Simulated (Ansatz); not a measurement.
Bond-angle distributions (per cent of the angles at each element, bins of 10°) of a relaxed model of amorphous Zr₂₀O₄₃W at 5.41 g/cm³. Calculation: PBE, scalar-relativistic without spin-orbit coupling (plane waves to 420 eV, PAW; Ansatz, a program for electronic structure).

A CHGNet melt-quench gave the starting glass, which DFT then relaxed. O atoms were pushed apart under 1.9 Å during the dynamics, to hinder bonds among them. The hot cell started wider than the set density and was brought back towards it in steps. It is the lowest in DFT energy of 2 quenches. It is a model cell: composition and starting density were chosen by hand, and all elements were melted together. No dispersion term was used. Its density started from a set value of 5.41 and ended at 5.41 g/cm³. The quench (nominally 450 K/ps over its main leg) was far faster than any real one, so the model tends to hold more defects than a real film. One small periodic cell is one sample of the glass; other quenches scatter about these values. The volume was held where the preparation left it and the shape relaxed, at a PBE pressure of -1.8 GPa (tension). Stress components on the final sampling reach 1.9 GPa.

Bonds are counted up to Zr-Zr 3.41 Å, Zr-O 2.92 Å, Zr-W 3.22 Å, O-O 1.58 Å, O-W 2.51 Å, W-W 3.04 Å. Two cations that share two anions don't count as bonded, nor two that share one unless they lie closer than Zr-Zr 3.32 Å, Zr-W 3.14 Å, W-W 2.95 Å.

```tsv
angle (°)	at Zr	at O
50-60	1	0
60-70	8	0
70-80	26	1
80-90	15	4
90-100	10	21
100-110	6	32
110-120	5	12
120-130	6	6
130-140	9	9
140-150	8	12
150-160	4	2
160-170	2	1
170-180	1	0
```

They go with these counts of neighbours within the cut-offs, cation contacts included: Zr mean 6.8, most often 7; O mean 3.3, most often 3.
